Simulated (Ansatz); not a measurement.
Reference: RbLuSe$_{2}$ (R-3m), PBEsol, rigid bands (plane waves, PAW, scalar-relativistic; Ansatz, a first-principles code); geometry: cell and atoms relaxed with PBEsol.

```
LuRbSe2
1.0
    2.04613     1.18133     7.84583
   -2.04613     1.18133     7.84583
    0.00000    -2.36267     7.84583
Rb Lu Se
1 1 2
Direct
  0.00000   0.00000   0.00000
  0.50000   0.50000   0.50000
  0.23142   0.23142   0.23142
  0.76858   0.76858   0.76858
```

| Property | Value |
|---|---|
| band gap | 1.76 eV |
| electron conductivity mass | 0.47 mₑ |
| Seebeck coefficient, n-type 1e19 cm⁻³ | -327 μV/K |

Question: Swap Se for S, keeping the structure type. How do these values move?

Answer: RbLuS2 (R-3m): volume per atom 28.4 to 25.3 Å³; band gap rises (1.76 eV to 2.08 eV); electron conductivity mass stays about the same (0.47 mₑ to 0.49 mₑ); Seebeck coefficient, n-type 1e19 cm⁻³ stays about the same (-327 μV/K to -327 μV/K).

Moves up to 5 % count as about the same. Masses are for dilute carriers at 300 K, harmonic means over directions unless an axis is named. Seebeck coefficients are for the stated density at 300 K, with one relaxation time for all states and whether or not that doping can be reached. Spin-orbit coupling is left out.

Formula and space group known from diffraction (Crystallography Open Database), not checked to be the room-temperature form: RbLuS2 (R-3m), RbLuSe2 (R-3m). The missing spin-orbit coupling matters most for RbLuS2 (R-3m), RbLuSe2 (R-3m).
